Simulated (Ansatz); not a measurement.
Candidates (primitive cells; geometry: relaxed with this functional, without spin-orbit coupling):
A. IrSn2 (Fm-3m), a = b = c = 4.488 Å, α = β = γ = 60.00°
B. PtSn (P6_3/mmc), a = b = 4.1276 Å, c = 5.4346 Å, α = β = 90.00°, γ = 120.00°
C. Pd₃Sn (Pm-3m), a = 3.9740 Å, b = 3.9740 Å, c = 3.9740 Å, α = 90.00°, β = 90.00°, γ = 90.00°
D. CuSn (P6_3/mmc), a = b = 4.120 Å, c = 4.974 Å, α = β = 90.00°, γ = 120.00°

### Question
Order them by resistivity at 300 K (lowest first) at the level Ansatz (a first-principles code) with PBEsol, DFPT electron-phonon coupling, linearised Boltzmann equation.

### Answer
D (5.7 μΩ·cm), B (8.9 μΩ·cm), A (16.3 μΩ·cm), C (33 μΩ·cm)

Metals; harmonic phonons alone scatter; means over directions. Halving the electron mesh moves these values by up to 9 %; q meshes are mostly untested. Some of the runs warned that the eigensolver left states short of its tolerance. Spin-orbit coupling is left out.

Formula and space group known from diffraction (Crystallography Open Database), not checked to be the room-temperature form: CuSn (P6_3/mmc), IrSn2 (Fm-3m), Pd3Sn (Pm-3m), PtSn (P6_3/mmc). The missing spin-orbit coupling matters most for IrSn2 (Fm-3m), PtSn (P6_3/mmc).
